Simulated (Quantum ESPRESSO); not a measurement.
Habitual settings against a tight run: Fe3RhN (Pm-3m, 5 atoms in the cell)

Self-consistent single point.

```
Fe3RhN
1.0
    3.93235     0.00000     0.00000
    0.00000     3.93235     0.00000
    0.00000     0.00000     3.93235
Fe Rh N
3 1 1
Direct
  0.00000   0.50000   0.50000
  0.50000   0.00000   0.50000
  0.50000   0.50000   0.00000
  0.00000   0.00000   0.00000
  0.50000   0.50000   0.50000
```
Moments meant for the start (each program seeds them in its own way; μB, in the order of the atoms Fe Fe Fe Rh N): 4.0 4.0 4.0 1.0 0.0.

Method of the run: PBEsol, GBRV 1.5 ultrasoft (PBESOL) pseudopotentials (plane waves; Quantum ESPRESSO).

Base settings: ecutwfc = 50 Ry; ecutrho = 400 Ry; occupations = smearing; smearing = fermi-dirac; degauss = 0.0036749 Ry; nspin = 2; K_POINTS = automatic 6 6 6 0 0 0; conv_thr = 1e-10 Ry; mixing_beta = 0.4.

Tight run (finer mesh or higher cutoff; not a proven limit): ecutwfc: 50 Ry → 70 Ry; ecutrho: 400 Ry → 560 Ry; conv_thr: 1e-10 Ry → 7.3e-11 Ry; K_POINTS: automatic 6 6 6 0 0 0 → automatic 9 9 9 0 0 0. It gave Fermi level (on the code's own zero) 15.88 eV; pressure -20.09 GPa; size of the cell's spin moment 9.24 μB; site moments (μB, in the program's spheres or projections) Fe 2.58, Fe 2.58, Fe 2.58, Rh 0.97, N 0.03.

Quick runs, as changes from the base:
- A: the base itself
- B: ecutwfc: 50 Ry → 25 Ry; ecutrho: 400 Ry → 200 Ry; K_POINTS: automatic 6 6 6 0 0 0 → automatic 4 4 4 1 1 1
- C: smearing: fermi-dirac → marzari-vanderbilt; degauss: 0.0036749 Ry → 0.019992 Ry; K_POINTS: automatic 6 6 6 0 0 0 → automatic 4 4 4 1 1 1

Energies are extrapolated to zero smearing width, which holds to low order in the width alone (under cold and Methfessel-Paxton smearing the free energy itself is taken).

Dashes: time of B, under 30 s.

The count of work is k-points × plane waves × bands × iterations; it is no time. Core times come from one kind of shared machine and are given to one figure; runs under 30 s give none.

The starting cell comes from a database of computed structures (which also holds hypothetical and non-ambient phases and stackings), without a prior relaxation at this level. Its lattice was rescaled by a random factor within 2.5 % of one. The magnetic order is the one reached from the typed start; others were not searched systematically. In the base run, with a pressure of about -21 GPa the cell is away from its equilibrium volume at this level.

| run | energy less tight (meV/atom) | pressure less tight (GPa) | size of the net moment less tight (μB/atom) | count of work / tight | core time / tight (rough) |
|---|---|---|---|---|---|
| A | 3.2 | -0.45 | -0.01 | 0.33 | 0.4 |
| B | 2579.4 | -200.12 | -0.03 | 0.024 | – |
| C | 9.4 | -0.28 | -0.01 | 0.065 | 0.2 |

Among the runs at the tight run's level, the energy misses run from 3.2 to 2579.4 meV/atom.

Left out of this page: 3 runs of the series outside the window shown, repeating another row's setting, or not comparable.
